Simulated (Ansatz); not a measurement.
Functionals compared on the (32-53) surface of hcp Ti in its 1x1 cell, outermost plane spacing 0.09 Å in the ideal cut, in Ansatz (plane waves, PAW). The structure was relaxed with PBE; the other rows are single points on it. Cutoff 420 eV (500 eV for r2SCAN).

Slab: 40 atoms, 10.5 Å thick at the start (thin: gaps and levels are the slab's own); k 7x4x1, smearing 0.1 eV, dipole-corrected; all atoms relaxed; symmetry of the start imposed; no spin, no spin-orbit, no U. These notes are the PBE run's.

| functional | work function of the top face (eV) | rough cost of the single point |
|---|---|---|
| PBE | 3.54 | – |
| LDA | 3.77 | roughly 9 core-minutes |
| PBEsol | … | very roughly 10 core-minutes |
| RPBE | 3.42 | about 10 core-minutes (a rough figure) |
| r2SCAN | 3.55 | around 20 core-minutes (rough) |

Problem. Fill in the missing entries.

Solution. 
- PBEsol, work function of the top face (eV): 3.61

Ansatz is a quantum-chemistry and plane-wave program.
